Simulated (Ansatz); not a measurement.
The reference is ZnS in the wurtzite structure (space group P6_3mc, No. 186; a = 3.7822 Å, c = 6.2077 Å).

Computed with PBEsol (Ansatz, an electronic-structure program, PAW, spin-orbit coupling left out).

For the base:

The volume per atom is 19.23 Å³. The space group is P6_3mc (No. 186).

It is then changed as follows: full substitution S → Mo, then cell and atoms are relaxed.

Problem. How does this affect the volume per atom?

Solution. The volume per atom falls by 0.07 Å³, from 19.23 Å³ to 19.16 Å³.

Problem. What happens to the space group?

Solution. The space group becomes P6_3/mmc (No. 194) (base: P6_3mc (No. 186)).

No phonon test of stability was made. As relaxed here, ZnMo is a hypothetical phase, not in the database extracts checked. All final runs are without spin polarisation.
